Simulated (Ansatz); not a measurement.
## Effective masses and thermopower of monolayer GeS

Input:

```xyz
4
Lattice="3.6749 0.0000 0.0000 0.0000 4.5724 0.0000 0.0000 0.0000 18.6782" Properties=species:S:1:pos:R:3 pbc="T T T"
Ge     2.7562     3.9594    10.6211
Ge     0.9187     1.6732     8.0571
S      0.9187     2.3258    10.3896
S      2.7562     0.0396     8.2887
```

Computed with PBE, rigid bands (plane waves, PAW, scalar-relativistic; Ansatz, a first-principles code). Condition of this run: biaxial strain +1 %. Cell: cell and atoms relaxed with PBE, then loaded as said.

- band gap = 1.84 eV
- electron conductivity mass (300 K, dilute) = 0.72 (x), 0.28 (y) mₑ
- effective density of states N_c (300 K) = 9.2e12 cm⁻²
- Seebeck coefficient, n-type 1.9e12 cm⁻², 300 K = -313 μV/K

Rigid bands; masses and Seebeck coefficients take one relaxation time τ for all states and one kind of carrier; polarons and phonon drag are left out. Spin-orbit coupling is left out.
